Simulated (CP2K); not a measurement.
Band structure of TiPt3 (Pm-3m, 4 atoms in the cell).

```
TiPt3
1.0
    3.92453     0.00000     0.00000
    0.00000     3.92453     0.00000
    0.00000     0.00000     3.92453
Ti Pt
1 3
Cartesian
  0.00000   0.00000   0.00000
  1.96226   1.96226   0.00000
  0.00000   1.96226   1.96226
  1.96226   0.00000   1.96226
```

Method of the run: PBE, GPW, DZVP-MOLOPT-SR-GTH basis, GTH-PBE potentials (GTH_POTENTIALS) (CP2K).

Settings: CUTOFF = 600 Ry; REL_CUTOFF = 60 Ry; SMEAR/METHOD = GAUSSIAN; SIGMA = 0.1 eV; KPOINTS/SCHEME = MONKHORST-PACK 6 6 6; GAMMA_CENTERED = T; XC_FUNCTIONAL = PBE; Ti/BASIS_SET = DZVP-MOLOPT-SR-GTH-q12; Ti/POTENTIAL = GTH-PBE-q12; Pt/BASIS_SET = DZVP-MOLOPT-SR-GTH-q18; Pt/POTENTIAL = GTH-PBE-q18; METHOD = GPW; EPS_DEFAULT = 1e-10; EXTRAPOLATION = USE_GUESS.

The starting cell comes from a database of computed structures (which also holds hypothetical and non-ambient phases and stackings), without a prior relaxation at this level. Spin-orbit coupling is off. Spin polarisation is off. Values carry the incompleteness of an atom-centred basis.

Levels in eV from the Fermi level, bands 30 to 35:
```csv
point,30,31,32,33,34,35
Γ,0.00,0.00,0.00,1.32,1.32,1.49
X,-2.64,-2.58,-1.38,-0.26,-0.26,0.01
M,-3.07,-2.45,-2.28,-2.24,0.15,0.15
R,-0.77,-0.77,-0.77,-0.48,-0.48,-0.48
```

Bands cross the Fermi level along this path, so the cell is metallic at this level.

Higher empty bands are left out: an atom-centred basis made for the valence describes them poorly.
